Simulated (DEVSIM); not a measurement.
Structure: abrupt Si n-p junction, at 300 K.

```tsv
layer (left to right)	material	thickness (μm)	Nd (cm⁻³)	Na (cm⁻³)	τn (s)	τp (s)
1	Si	1.20	1.9e15	-	2.8e-6	2.8e-6
2	Si	45.0	-	9.2e15	2.8e-6	2.8e-6
```

Left contact: ohmic. Right contact: ohmic. Voltage is applied to the left contact. Recombination: SRH at mid-gap. Mobility is μmin + (μ − μmin)/(1 + (N/Nref)^α).

This is a model device: material constants are rounded textbook-type values typed into the input, and sizes, dopings and lifetimes were drawn at random. Values at 300 K.

| parameter | Si |
|---|---|
| gap (eV) | 1.124 |
| affinity (eV) | 4.05 |
| permittivity | 11.7 |
| Nc (cm⁻³) | 2.86e19 |
| Nv (cm⁻³) | 3.1e19 |
| μn (cm²/Vs) | 1417 |
| μp (cm²/Vs) | 470 |
| μn,min | 52 |
| μp,min | 45 |
| Nref,n | 9.7e16 |
| Nref,p | 2.2e17 |
| αn | 0.68 |
| αp | 0.72 |

DEVSIM, 1D drift-diffusion, Boltzmann statistics, complete ionisation; no tunnelling, impact ionisation, image-force lowering or self-heating.

The doping Na of layer 2 was swept, all else fixed.

| doping Na of layer 2 (cm^-3) | largest field in the device at zero bias (V/cm) | dark forward voltage at 1 A/cm² (V) | potential step across the device at zero bias (V) |
|---|---|---|---|
| 2.8e14 | 6300 | 0.595 | 0.575 |
| 9.2e14 | 10000 | 0.578 | 0.606 |
| 2.8e15 | 14000 | 0.553 | 0.635 |
| 9.2e15 | 17000 | 0.540 | 0.665 |
| 2.8e16 | 19000 | 0.534 | 0.694 |
| 9.2e16 | 23000 | 0.532 | 0.725 |
| 2.8e17 | 33000 | 0.531 | 0.754 |

From the first row to the last the largest field in the device at zero bias goes from 6300 to 33000. From the first row to the last the dark forward voltage at 1 A/cm² goes from 0.595 to 0.531.
